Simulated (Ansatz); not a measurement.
System: Ta2O5 (C2/m, No. 12, 7 atoms in the cell; start mp-1179062). Method: r²SCAN in Ansatz (PAW).

Input:

Ansatz 0.2 input:
```yaml
crystal:
  lattice:
    - [4.2468654618, -3.4043526736, 0.1927861217]
    - [4.2468654618, 3.4043526736, 0.1927861217]
    - [-3.818999369, 0.0, 4.1520475441]
  atoms:
    - { symbol: Ta, position: [0.235728014, 0.2045825787, 0.1209819876] }
    - { symbol: Ta, position: [0.7954174213, 0.764271986, 0.8790180124] }
    - { symbol: O, position: [0.5155525716, 0.4844474284, 0.5] }
    - { symbol: O, position: [0.5155853637, 0.9844349373, 1.0000266289] }
    - { symbol: O, position: [0.0155650627, 0.4844146363, -0.0000266289] }
    - { symbol: O, position: [0.9264972918, 0.8953457251, 0.7143974452] }
    - { symbol: O, position: [0.1046542749, 0.0735027082, 0.2856025548] }
basis:
  ecutwfc: 560
  ecutrho_ratio: 4
  xc_grid: 3
kpoints:
  mp_grid: { grid: [8, 8, 8] }
hamiltonian:
  xc: r2scan
  dispersion: none
  pseudopotentials: { kind: paw }
scf:
  occupations: { method: fermi_dirac, width: 0.01 }
output:
  forces: true
  stress: true
  eigenvalues: true
relax:
  f_tol: 0.004
  escape_saddle: false
  max_steps: 80
  cell: { stress_tol: 0.02, fix: [volume] }
```

From the output:

```
Relaxation: its limit of steps is 80 (relax.max_steps)
Crystal: 7 atoms, lattice volume = 125.072 Å³
Basis set: ecut = 560 eV, 3781 PW (Γ), exchange–correlation on 135×135×135 points (27 copies of the dense FFT grid, shifted against one another)
Bands: 35, of which v1, the nominal top of the filled ones, is band 28 counted from 1 (27 counted from 0)
Symmetry: 2 space group operations
Space group: C2 (ITA 5), of the structure as read, at distance tolerance 5.0e-5 Å
k-points: 150 of 512 (time reversal used)
Functional: x = r2scan, c = r2scan; τ floored in thin density (d = 2e-4 eV/Å³)
SCF iter   1: F=—  HF=-22739.033009 eV  |F-HF|=—  |Δ(HF+E_count)|=         —  Δρ=9.10e-3  dr2=1.10e-1  dr2_τ=4.47e-1
SCF iter   2: F=—  HF=-22739.103762 eV  |F-HF|=—  |Δ(HF+E_count)|=   7.08e-2  Δρ=5.08e-3  dr2=1.06e-2  dr2_τ=6.61e-3
  ...
SCF 1 converged in 8 iterations: F = -22739.105661 eV  dr2 = 7.20e-8
Crystal: 7 atoms, lattice volume = 125.072 Å³
Basis set: ecut = 560 eV, 3769 PW (Γ), exchange–correlation on 135×135×135 points (27 copies of the dense FFT grid, shifted against one another)
Initial density: handed on by an earlier stage of this run
  ...
Basis set: ecut = 560 eV, 3765 PW (Γ), exchange–correlation on 135×135×135 points (27 copies of the dense FFT grid, shifted against one another)
SCF 5 converged in 6 iterations: F = -22739.128614 eV  dr2 = 4.11e-8
Crystal: 7 atoms, lattice volume = 125.072 Å³
SCF 6 converged in 5 iterations: F = -22739.128773 eV  dr2 = 1.32e-7
Crystal: 7 atoms, lattice volume = 125.072 Å³
SCF 7 converged in 5 iterations: F = -22739.128791 eV  dr2 = 1.40e-8
Crystal: 7 atoms, lattice volume = 125.072 Å³
SCF iter   7: F=—  HF=-22739.128784 eV  |F-HF|=—  |Δ(HF+E_count)|=  7.28e-12  Δρ=1.41e-7  dr2=2.07e-11  dr2_τ=3.07e-12
SCF iter   8: F=-22739.128784 eV  HF=-22739.128784 eV  |F-HF|=1.82e-11  |Δ(HF+E_count)|=  7.28e-12  Δρ=2.14e-8  dr2=4.29e-13  dr2_τ=7.45e-14
SCF 8 converged in 8 iterations: F = -22739.128784 eV  dr2 = 4.29e-13
SCF converged after 8 iterations
Free energy (F): -22739.128784 eV
Internal energy: -22739.128784 eV  (E = F + TS)
E sigma→0 (E₀):  -22739.128784 eV
Fermi energy:    4.927633 eV
--- Forces (eV/Å), atoms counted from 1 ---
  atom   1  Ta     0.00023646     0.00001967    -0.00117940
  atom   2  Ta    -0.00023646     0.00001967     0.00117940
  atom   3  O      0.00000000    -0.00002406     0.00000000
  atom   4  O      0.00001095    -0.00001406    -0.00001603
  atom   5  O     -0.00001095    -0.00001406     0.00001603
  atom   6  O      0.00002675     0.00000073    -0.00012130
  atom   7  O     -0.00002675     0.00000073     0.00012130
--- Stress (GPa, compression-positive) ---
       -0.374118      -0.000000       0.002701
       -0.000000      -0.375508      -0.000000
        0.002707      -0.000000      -0.367555
  P = ⅓ Tr σ = -0.3724 GPa (-3.724 kbar)
```

The cell is one volume of an energy–volume scan, off the minimum.

The PAW data were made under PBE.

Note: the relaxation could not lower the start's symmetry, so the cell can be a saddle point above a distorted one.

A start named mp-… is a Materials Project structure, which need not be a measured phase.

Ansatz is a program for electronic structure.
